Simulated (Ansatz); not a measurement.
The parent structure is CdI₂ in the CdI2 type structure (space group P-3m1, No. 164; layered, stacked along the Cartesian z axis).

```yaml
crystal:
  lattice:
    - [4.15270, 0.00000, 0.00000]
    - [-2.07635, 3.59635, 0.00000]
    - [0.00000, 0.00000, 6.55084]
  atoms:
    - { symbol: Cd, position: [0.00000, 0.00000, 0.00000] }
    - { symbol: I, position: [0.66667, 0.33333, 0.26119] }
    - { symbol: I, position: [0.33333, 0.66667, 0.73881] }
```

Cartesian axes are those of the cell as printed.

The values are results of PBEsol-D3(BJ) (Ansatz, a program for electronic structure), spin-orbit coupling left out, not measurements.

Before the change:

- Band gap: 2.17 eV
- Smallest direct gap: 2.56 eV
- Shortest interatomic distance: 2.946 Å

One thing is altered: uniaxial strain ε_xx = +2.50 %, all other strain components held at zero, atoms relaxed at fixed cell.

**Question.** What does the calculation give for the largest internal atomic displacement, energy relative to the base, band gap, smallest direct gap and shortest interatomic distance after the change?

**Answer.** The largest internal atomic displacement is 0.018 Å; the energy rises by 3.0 meV/atom; the band gap falls by 0.04 eV, from 2.17 eV to 2.13 eV; the smallest direct gap falls by 0.14 eV, from 2.56 eV to 2.42 eV; the shortest interatomic distance falls by 0.0093 Å (2.946 Å → 2.936 Å).

Spin-orbit coupling, missing from the scalar runs, can matter with I. Stability against distortions was not tested.
